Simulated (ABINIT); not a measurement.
A self-consistent single point of P (Cmce, 4 atoms in the cell) with ABINIT.

Computed with PBEsol, norm-conserving pseudopotentials (PseudoDojo nc-sr-04 PBEsol standard) (plane waves; ABINIT 10.0.3).

```xyz
4
Lattice="1.6476 -5.4645 0.0000 1.6476 5.4645 0.0000 0.0000 0.0000 4.5432" Properties=species:S:1:pos:R:3 pbc="T T T"
P      1.6476     1.0477     4.1397
P      1.6476    -1.0477     0.4035
P      1.6476     4.4168     1.8681
P      1.6476    -4.4168     2.6751
```

Reference input (self-consistent single point, DFT, PBE, plane waves, norm-conserving pseudopotentials (PseudoDojo nc-sr-05 PBE standard)): pseudos = [P.upf]; ecut = 599 eV; occopt = 7; tsmear = 0.136 eV; ngkpt = 8 8 6; nshiftk = 1; shiftk = 0 0 0; potentials = PseudoDojo nc-sr-05 PBE standard; nband = 15; kptopt = 1; nstep = 80; toldfe = 1e-09 Ha. This run's input differs from it in these lines:

```diff
@@ -1,2 +1,2 @@
-# P, PseudoDojo nc-sr-05 PBE standard
+# P, PseudoDojo nc-sr-04 PBEsol standard
 pp_dirpath "./"
```

Its files differ too (potentials: PseudoDojo nc-sr-05 PBE standard → PseudoDojo nc-sr-04 PBEsol standard).

The program printed (abridged):

```
--- !BeginCycle
solver: {iscf: 7, nstep: 80, nline: 4, wfoptalg: 0, }
tolerances: {toldfe: 1.00E-09, }
...

     iter   Etot(hartree)      deltaE(h)  residm     vres2
 ETOT  1  -27.666298935141    -2.767E+01 2.845E-02 1.275E+01
 ETOT  2  -27.681357250410    -1.506E-02 1.089E-02 1.531E-01
 ETOT  3  -27.681372695322    -1.544E-05 1.497E-03 8.448E-03
 ETOT  4  -27.681373371252    -6.759E-07 7.053E-04 3.365E-04
 ETOT  5  -27.681373395966    -2.471E-08 6.344E-04 1.762E-05
 ETOT  6  -27.681373397636    -1.669E-09 8.423E-04 3.849E-07
 ETOT  7  -27.681373397661    -2.522E-11 6.440E-04 1.100E-08
 ETOT  8  -27.681373397661    -5.116E-13 1.026E-03 1.062E-09
 At SCF step    8, etot is converged :
  for the second time, diff in etot=  5.116E-13 < toldfe=  1.000E-09

 Cartesian components of stress tensor (hartree/bohr^3)
  sigma(1 1)=  3.73299858E-05  sigma(3 2)=  0.00000000E+00
  sigma(2 2)=  1.02971133E-05  sigma(3 1)=  0.00000000E+00
  sigma(3 3)=  1.55149099E-05  sigma(2 1)=  0.00000000E+00

 ----iterations are completed or convergence reached----

 reduced coordinates (array xred) for    4 atoms
       0.404140000000      0.595860000000      0.911180000000
       0.595860000000      0.404140000000      0.088820000000
       0.095860000000      0.904140000000      0.411180000000
       0.904140000000      0.095860000000      0.588820000000
 cartesian forces (eV/Angstrom) at end:
    1      0.00000000000000     0.11775331764622     0.27519209428358
   [... lines left out ...]
 Fermi (or HOMO) energy (hartree) =   0.19756   Average Vxc (hartree)=  -0.35038
   [... lines left out ...]
total_energy        : -2.76813733976613E+01
total_energy_eV     : -7.53248477295754E+02
band_energy         : -1.11655556963726E+00
...

-Cartesian components of stress tensor (GPa)         [Pressure= -6.1923E-01 GPa]
- sigma(1 1)=  1.09828592E+00  sigma(3 2)=  0.00000000E+00
- sigma(2 2)=  3.02951482E-01  sigma(3 1)=  0.00000000E+00
- sigma(3 3)=  4.56464331E-01  sigma(2 1)=  0.00000000E+00

 Calculation completed.
```

The run converged in 8 iterations. Against the reference run the pressure goes from 2.09 to -0.62 GPa and the largest force goes from 0.355 to 0.299 eV/Å.

The starting cell comes from a database of computed structures (which also holds hypothetical and non-ambient phases and stackings), without a prior relaxation at this level. Its lattice was rescaled by a random factor within 2.5 % of one.

Cost on one core of a shared machine: roughly 90 s.
